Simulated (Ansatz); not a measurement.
Take CaTiO3 in the cubic perovskite structure (space group Pm-3m, No. 221; a = 3.841 Å; a model cell) as the base. Axes: x, y, z lie along the cube axes.

It is then changed as follows: tensile biaxial strain of 0.93 % in the plane normal to [001], as in epitaxy on a mismatched substrate; the out-of-plane cell vector and the atoms relax.

Levels (all Ansatz, an electronic-structure program, PAW): PBEsol (420 eV, no spin-orbit coupling); HSE06 (420 eV, without spin-orbit coupling).

The geometry is relaxed with PBEsol.

PBEsol band gap: 1.84 eV

With HSE06 at the same geometry, the band gap goes up by 1.54 eV, from 1.84 eV to 3.38 eV.

Single points use the geometry relaxed with PBEsol. HSE06 was sampled on its mesh, a few special points and the semilocal edge points, so its gap is an upper bound. Whether these cells are dynamically stable was not tested. All final runs are without spin polarisation. Many cubic perovskites are stable only at high temperature; tilts and polar distortions were not tested.
